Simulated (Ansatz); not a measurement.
Start from Sc in the hcp (Mg type) structure (space group P6_3/mmc, No. 194; a = 3.2754 Å, c = 5.1051 Å; relaxed with 0.1 eV smearing). Axes: x lies along a and z along c of the hexagonal cell.

All numbers come from PBEsol in Ansatz (plane waves to 420 eV, PAW, scalar-relativistic without spin-orbit coupling).

Strains are applied to the cell and any free atomic positions relax.

One change was made to it. Results:

| quantity | base | after |
|---|---|---|
| energy relative to the base (free energy F) | 0 meV/atom | +4.6 meV/atom |
| shortest interatomic distance | 317.7 pm | 318.9 pm |

**Question.** Name the change that was made.
A. uniaxial strain ε_xx = +2.00 %
B. uniaxial strain ε_xx = +0.50 %
C. uniaxial strain ε_xx = +2.50 %

**Answer.** C, uniaxial strain ε_xx = +2.50 %. For comparison, the energy relative to the base in the other runs: uniaxial strain ε_xx = +0.50 % gives +0.2 meV/atom; uniaxial strain ε_xx = +2.00 % gives +3.0 meV/atom.

Whether these cells are dynamically stable was not tested. All final runs are without spin polarisation.

Ansatz is a program for electronic structure.
